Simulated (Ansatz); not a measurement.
Start from YN in the rock salt structure (space group Fm-3m, No. 225; a = 4.856 Å). Axes: x, y, z lie along the cube axes.

One thing is altered: compressive biaxial strain of 3.07 % in the plane normal to [001], as in epitaxy on a mismatched substrate; the out-of-plane cell vector and the atoms relax.

Levels (all Ansatz, an electronic-structure program, PAW): PBEsol (420 eV, without spin-orbit coupling); r2SCAN (500 eV, scalar-relativistic without spin-orbit coupling).

The geometry is relaxed with PBEsol.

- PBEsol gap character: absent
- PBEsol band gap: zero
- PBEsol pressure: 9.8 GPa

With r2SCAN at the same geometry, the gap character goes from absent to indirect, Γ → X; the band gap changes from zero to 0.33 eV; the pressure increases by 5.2 GPa (9.8 GPa → 15.0 GPa); the electron mass comes out as 1.2 mₑ along k, 0.12 mₑ across (at X).

Single points use the geometry relaxed with PBEsol. Their cutoffs differ, which shifts pressures a little. A case with no gap was solved on a k-mesh chosen for an insulator, which is coarse for it. Effective masses come from finite differences of ±0.01 Å⁻¹. Along k means along the line from Γ to the band edge. Stability against distortions was not tested. The final runs are not spin-polarised. The zero or small gap of YN can change with the level of theory. Labels are those of the standard path for the cell's own space group.
